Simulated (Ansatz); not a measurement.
A periodic model of amorphous silicon oxide (Si₂₄O₄₇):

```xyz
71
Lattice="10.2527 0.0000 0.0000 0.0000 10.2527 0.0000 0.0000 0.0000 10.2527" Properties=species:S:1:pos:R:3 pbc="T T T"
Si     0.0380     8.5687     7.6827
Si     6.4401     3.5300     5.7874
Si     3.3338     2.2253     7.5939
Si     1.4664     0.1396     3.5264
Si     1.2300     4.9352    10.0238
Si     2.2182     6.3429     7.4326
Si     4.9025     6.1099     6.0727
Si     7.4458     2.2597     1.2280
Si     3.5994     3.9775     1.2921
Si     5.7769     3.3939     9.4590
Si     1.7519     2.9016     5.0851
Si     5.2173     2.4480     3.3416
Si     8.4467     8.0330     0.0299
Si     8.3179     4.8239    10.2112
Si     9.1840     2.3035     6.2332
Si     9.8583     0.2137     1.0824
Si     0.5368     1.1925     8.4466
Si     2.4375     6.6022     1.9095
Si     4.1142     9.0197     2.4535
Si     9.1402     9.5261     5.1213
Si     5.0893     0.8674     5.8764
Si     5.5224     9.5316    10.0273
Si     2.3363     5.6619     4.5471
Si     6.2531     8.5534     4.7900
O      6.9582     8.7100     0.0653
O      7.8056     8.9102     4.3634
O      0.1438     0.7536     9.9246
O      3.8461     0.8112     6.9331
O      0.8525     0.4967     2.0709
O      3.9441     5.8507     4.7764
O      4.8823     9.8935     1.3032
O      9.9025     4.5531     9.7770
O      5.8007     9.6843     5.8751
O      8.0479     3.7966     1.2264
O      1.7694     6.6959     3.4065
O      3.5196     5.4003     2.0434
O      9.3955     8.8883     1.0836
O      1.9919     4.1393     4.0607
O      4.9146     4.1565     0.3499
O      3.8531     6.5672     7.2778
O      7.0874     4.4068     9.1358
O      5.7505     4.7900     6.5630
O      1.3731     7.6576     7.8627
O      5.2688     8.4859     3.4880
O      6.4743     1.9525     2.4717
O      5.8456     3.6477     4.2660
O      1.9888     1.9480     8.4726
O      3.9493     2.8187     2.3841
O      1.6007     5.9146     5.9809
O      0.6633    10.0746     7.5938
O      0.2771     9.5379     4.2573
O      1.3370     6.2699     0.7404
O      8.0585     3.4635     5.9589
O      1.8607     1.4709     4.3567
O      8.5866     1.1478     1.4349
O      8.2528     6.4230     0.3379
O      9.2173     8.2116     8.8528
O      2.1607     3.7681     0.5047
O      8.8215     0.8383     5.5663
O      2.8910     9.6318     3.3494
O      9.5553     2.0797     7.8203
O      1.9399     5.2099     8.5762
O      6.0677     7.1651     5.6329
O      2.8662     3.1188     6.2881
O      9.4138     8.4436     6.3168
O      6.5462     2.0646    10.0943
O      3.3312     7.8966     1.5435
O      4.5654     2.9310     8.4310
O      4.7105     1.2544     4.3291
O      0.2392     3.0102     5.6102
O      6.0548     2.0668     6.4102
```

Calculation: PBE, scalar-relativistic without spin-orbit coupling (plane waves to 420 eV, PAW; Ansatz, a program for electronic structure). The usual formal charges leave 2 electrons over, so the level spacing at the Fermi energy parts defect or band states and needn't be the band gap.

It comes from a melt-quench run on a machine-learned potential (CHGNet), relaxed afterwards by DFT. O atoms were pushed apart under 1.9 Å during the dynamics, to hinder bonds among them. The hot cell started wider than the set density and was brought back towards it in steps. It is the lowest in DFT energy of 2 quenches. It is a model cell: composition and starting density were chosen by hand, and all elements were melted together. No dispersion term was used. Its density started from a set value of 2.19 and ended at 2.20 g/cm³. Cooling (nominally 88 K/ps over its main leg) ran many orders faster than in experiment, which tends to leave more defects and strain. One small periodic cell is one sample of the glass; other quenches scatter about these values. The volume was free in the relaxation, at fixed shape. Stress components on the final sampling reach 3.2 GPa.

Neighbours within Si-Si 2.60 Å, Si-O 1.90 Å, O-O 1.58 Å count as bonded. Two cations that share two anions don't count as bonded, nor two that share one unless they lie closer than Si-Si 2.38 Å.

Problem. Give the coordination numbers, mean bond lengths and angles.

Solution. 
```json
{
  "Mean coordination of Si by anions": "3.92 (1 with 2, 23 with 4)",
  "Mean coordination of O": "2.00 (47 with 2)",
  "Mean Si-O bond": "1.637 Å (spread 0.019 Å, 94 counted)",
  "Bond angle at Si": "mean 109.4°, spread 5.1°",
  "Bond angle at O": "mean 140.1°, spread 13.6°"
}
```

Problem. Which atoms depart from the most common coordination of their element?

Solution. Si22 has 2 (O25 1.68 Å, O31 1.70 Å).

Problem. List the pairs of like atoms that count as bonded by the rules above.

Solution. There are none by these rules.

Problem. What Bader charges do the atoms carry, from a run on the zone centre alone?

Solution. Means (range): Si +3.22 e (+1.70 to +3.30), O -1.64 e (-1.66 to -1.62).
```
atom  charge (e)
----  ----------
Si1        +3.29
Si2        +3.28
Si3        +3.28
Si4        +3.30
Si5        +3.27
Si6        +3.28
Si7        +3.28
Si8        +3.28
Si9        +3.28
Si10       +3.26
Si11       +3.29
Si12       +3.28
Si13       +3.28
Si14       +3.27
Si15       +3.28
Si16       +3.30
Si17       +3.29
Si18       +3.28
Si19       +3.28
Si20       +3.28
Si21       +3.28
Si22       +1.70
Si23       +3.28
Si24       +3.29
O25        -1.64
O26        -1.63
O27        -1.66
O28        -1.64
O29        -1.65
O30        -1.65
O31        -1.64
O32        -1.63
O33        -1.65
O34        -1.64
O35        -1.63
O36        -1.65
O37        -1.64
O38        -1.64
O39        -1.65
O40        -1.64
O41        -1.62
O42        -1.63
O43        -1.65
O44        -1.65
O45        -1.65
O46        -1.64
O47        -1.64
O48        -1.64
O49        -1.64
O50        -1.65
O51        -1.64
O52        -1.64
O53        -1.63
O54        -1.65
O55        -1.65
O56        -1.64
O57        -1.65
O58        -1.63
O59        -1.65
O60        -1.64
O61        -1.64
O62        -1.64
O63        -1.63
O64        -1.65
O65        -1.63
O66        -1.64
O67        -1.64
O68        -1.64
O69        -1.65
O70        -1.65
O71        -1.66
```
